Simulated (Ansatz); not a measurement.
Take a 16-atom supercell of C in the diamond structure (space group Fd-3m, No. 227; a = 3.5603 Å) at its relaxed geometry as the base.

Computed with plane-wave PAW DFT at the r2SCAN level (Ansatz, a program for electronic structure, 500 eV), no spin-orbit coupling.

Base values:

- Mean distance from the defect site to its nearest host atoms = 2.91 bohr
- Pressure = 0.0 GPa

The change: a neutral B on a C site, atoms relaxed at fixed cell, starting from a slightly rattled geometry.

Q: What does the calculation give for the mean distance from the defect site to its nearest host atoms and pressure after the change?

A: The mean distance from the defect site to its nearest host atoms goes up by 0.053 bohr to 2.97 bohr; the pressure goes from zero to 8.9 GPa.

The magnetic state is the one reached from the starting moments; the real material's order can differ, and small cells can't hold many antiferromagnetic ones. The cell is small, so the values are those of an ordered compound at a high defect concentration; dilute-limit values will differ. A case with no gap was solved on a k-mesh chosen for an insulator, which is coarse for it. Seeded moments were not kept for B on a C site. The defect cell is spin-polarised and ends with 0.0 μB.
